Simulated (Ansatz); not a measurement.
alpha cristobalite (1 0 0) on germanium (1 1 0) (film strained to the substrate, started from cuts of the bulks and a machine-learned relaxation; slabs Ge48 and Si20O44, which can lie off the formulas)

A periodic stack without vacuum, alpha cristobalite (1 0 0) on germanium (1 1 0) (film strained to the substrate, started from cuts of the bulks and a machine-learned relaxation; slabs Ge48 and Si20O44, which can lie off the formulas): substrate slab Ge48, film Si20O44, surface cells [[-1, 2], [-1, -1]] and [[2, 0], [0, 1]], film strained by -1.9 and -0.6 %, outermost planes Ge/Ge and O/O as cut, which need not be the usual terminations and can put a slab off its formula.

The start was prepared with a machine-learned potential, and the result is one local minimum, with the in-plane cell held and forces under 0.04 eV/Å; the film can end far from its bulk form.

Calculation: PBE (plane waves to 420 eV, PAW; Ansatz, an electronic-structure program). Spin–orbit coupling is left out; the runs are not spin-polarised; PBE gaps are too small against experiment. Its k-point mesh 3×3×1, Fermi–Dirac width 0.05 eV.

- interface area: 70.4 Å²
- period: 30.62 Å
- heights between the nearest atoms of the two slabs at the two interfaces: 0.59 and 0.90 Å
- Ge–O contacts across the interfaces within 1.22 times the sum of covalent radii: 8, mean 1.83 Å

```yaml
crystal:
  lattice:
    - [9.97478, -0.00019, 0.19162]
    - [-0.00013, 7.05452, 0.01378]
    - [0.04871, -2.48624, 30.62653]
  atoms:
    - { symbol: Ge, position: [0.28452, 0.30224, 0.07939] }
    - { symbol: Ge, position: [0.67100, 0.97443, 0.09148] }
    - { symbol: Ge, position: [0.95104, 0.60440, 0.08846] }
    - { symbol: Ge, position: [0.41591, 0.98139, 0.08153] }
    - { symbol: Ge, position: [0.70600, 0.62532, 0.09796] }
    - { symbol: Ge, position: [0.03099, 0.26802, 0.09242] }
    - { symbol: Ge, position: [0.56716, 0.43187, 0.04340] }
    - { symbol: Ge, position: [0.88268, 0.06043, 0.04215] }
    - { symbol: Ge, position: [0.44495, 0.72010, 0.02013] }
    - { symbol: Ge, position: [0.76088, 0.30037, 0.99952] }
    - { symbol: Ge, position: [0.01711, 0.75369, 0.01704] }
    - { symbol: Ge, position: [0.23530, 0.53589, 0.01740] }
    - { symbol: Ge, position: [0.96142, 0.66773, 0.22271] }
    - { symbol: Ge, position: [0.29265, 0.34100, 0.21906] }
    - { symbol: Ge, position: [0.62099, 0.00020, 0.22512] }
    - { symbol: Ge, position: [0.04416, 0.33532, 0.22580] }
    - { symbol: Ge, position: [0.37215, 0.00442, 0.21970] }
    - { symbol: Ge, position: [0.70775, 0.66982, 0.22766] }
    - { symbol: Ge, position: [0.30415, 0.82258, 0.14914] }
    - { symbol: Ge, position: [0.62113, 0.48038, 0.16278] }
    - { symbol: Ge, position: [0.96403, 0.14188, 0.16167] }
    - { symbol: Ge, position: [0.37132, 0.47931, 0.15033] }
    - { symbol: Ge, position: [0.71676, 0.15242, 0.16177] }
    - { symbol: Ge, position: [0.04734, 0.80475, 0.15325] }
    - { symbol: Ge, position: [0.61614, 0.04299, 0.35759] }
    - { symbol: Ge, position: [0.95403, 0.71827, 0.36044] }
    - { symbol: Ge, position: [0.27550, 0.38943, 0.34899] }
    - { symbol: Ge, position: [0.70220, 0.71195, 0.36264] }
    - { symbol: Ge, position: [0.02613, 0.37554, 0.35698] }
    - { symbol: Ge, position: [0.36531, 0.06324, 0.35505] }
    - { symbol: Ge, position: [0.95104, 0.18791, 0.29053] }
    - { symbol: Ge, position: [0.28671, 0.86647, 0.28804] }
    - { symbol: Ge, position: [0.62310, 0.52672, 0.29477] }
    - { symbol: Ge, position: [0.03604, 0.85440, 0.29100] }
    - { symbol: Ge, position: [0.37371, 0.53357, 0.28490] }
    - { symbol: Ge, position: [0.70111, 0.18922, 0.29122] }
    - { symbol: Ge, position: [0.28546, 0.51170, 0.48041] }
    - { symbol: Ge, position: [0.59134, 0.07217, 0.49133] }
    - { symbol: Ge, position: [0.88263, 0.75572, 0.51078] }
    - { symbol: Ge, position: [0.35043, 0.17721, 0.49101] }
    - { symbol: Ge, position: [0.50801, 0.71913, 0.50161] }
    - { symbol: Ge, position: [0.03481, 0.50473, 0.47415] }
    - { symbol: Ge, position: [0.60751, 0.55614, 0.42861] }
    - { symbol: Ge, position: [0.95330, 0.22411, 0.42551] }
    - { symbol: Ge, position: [0.27970, 0.93587, 0.42397] }
    - { symbol: Ge, position: [0.69634, 0.21940, 0.42511] }
    - { symbol: Ge, position: [0.03186, 0.87926, 0.43279] }
    - { symbol: Ge, position: [0.36676, 0.59663, 0.40930] }
    - { symbol: Si, position: [0.96756, 0.55126, 0.59068] }
    - { symbol: Si, position: [0.48760, 0.53771, 0.59380] }
    - { symbol: Si, position: [0.22802, 0.29727, 0.58275] }
    - { symbol: Si, position: [0.72071, 0.26771, 0.58002] }
    - { symbol: O, position: [0.97459, 0.73851, 0.56238] }
    - { symbol: O, position: [0.55363, 0.66377, 0.55637] }
    - { symbol: O, position: [0.08101, 0.39058, 0.57518] }
    - { symbol: O, position: [0.57240, 0.34189, 0.59686] }
    - { symbol: O, position: [0.26410, 0.13465, 0.54313] }
    - { symbol: O, position: [0.71364, 0.17432, 0.52994] }
    - { symbol: O, position: [0.33388, 0.47553, 0.58248] }
    - { symbol: O, position: [0.82292, 0.44816, 0.58218] }
    - { symbol: O, position: [0.98273, 0.61827, 0.64247] }
    - { symbol: O, position: [0.48947, 0.65542, 0.64108] }
    - { symbol: O, position: [0.22728, 0.20543, 0.62961] }
    - { symbol: O, position: [0.76967, 0.10569, 0.61080] }
    - { symbol: Si, position: [0.96292, 0.60833, 0.76014] }
    - { symbol: Si, position: [0.45437, 0.59030, 0.75306] }
    - { symbol: Si, position: [0.25955, 0.06651, 0.66777] }
    - { symbol: Si, position: [0.77785, 0.06473, 0.66197] }
    - { symbol: Si, position: [0.20416, 0.33784, 0.75389] }
    - { symbol: Si, position: [0.71867, 0.35947, 0.74047] }
    - { symbol: Si, position: [0.02380, 0.80400, 0.67445] }
    - { symbol: Si, position: [0.51403, 0.83644, 0.67575] }
    - { symbol: O, position: [0.01670, 0.75294, 0.72509] }
    - { symbol: O, position: [0.48161, 0.77143, 0.72447] }
    - { symbol: O, position: [0.05038, 0.41318, 0.75517] }
    - { symbol: O, position: [0.56107, 0.41854, 0.74153] }
    - { symbol: O, position: [0.21991, 0.16755, 0.71559] }
    - { symbol: O, position: [0.75435, 0.26273, 0.69186] }
    - { symbol: O, position: [0.30420, 0.51156, 0.74333] }
    - { symbol: O, position: [0.80752, 0.55087, 0.75051] }
    - { symbol: O, position: [0.92648, 0.98497, 0.66985] }
    - { symbol: O, position: [0.41875, 0.01425, 0.66551] }
    - { symbol: O, position: [0.97397, 0.70884, 0.80938] }
    - { symbol: O, position: [0.46415, 0.66108, 0.80463] }
    - { symbol: O, position: [0.17540, 0.86821, 0.66135] }
    - { symbol: O, position: [0.66924, 0.90342, 0.67334] }
    - { symbol: O, position: [0.23653, 0.26685, 0.80138] }
    - { symbol: O, position: [0.74813, 0.20674, 0.77588] }
    - { symbol: Si, position: [0.94424, 0.62658, 0.91684] }
    - { symbol: Si, position: [0.47040, 0.67710, 0.92188] }
    - { symbol: Si, position: [0.26388, 0.12583, 0.83931] }
    - { symbol: Si, position: [0.74432, 0.11005, 0.82187] }
    - { symbol: Si, position: [0.21812, 0.42624, 0.91843] }
    - { symbol: Si, position: [0.69701, 0.37675, 0.90493] }
    - { symbol: Si, position: [0.99682, 0.88938, 0.84484] }
    - { symbol: Si, position: [0.51127, 0.85227, 0.83314] }
    - { symbol: O, position: [0.97096, 0.82658, 0.89451] }
    - { symbol: O, position: [0.52106, 0.80663, 0.88380] }
    - { symbol: O, position: [0.06874, 0.48222, 0.90354] }
    - { symbol: O, position: [0.55866, 0.48166, 0.92241] }
    - { symbol: O, position: [0.27022, 0.24525, 0.88675] }
    - { symbol: O, position: [0.67013, 0.24988, 0.85969] }
    - { symbol: O, position: [0.31466, 0.61223, 0.91437] }
    - { symbol: O, position: [0.80888, 0.53616, 0.89519] }
    - { symbol: O, position: [0.89666, 0.06387, 0.83571] }
    - { symbol: O, position: [0.40802, 0.02611, 0.82827] }
    - { symbol: O, position: [0.91944, 0.64832, 0.96998] }
    - { symbol: O, position: [0.48563, 0.80968, 0.96762] }
    - { symbol: O, position: [0.15027, 0.96168, 0.84027] }
    - { symbol: O, position: [0.65922, 0.91322, 0.81586] }
    - { symbol: O, position: [0.21480, 0.36999, 0.96933] }
    - { symbol: O, position: [0.74985, 0.23930, 0.94192] }
```
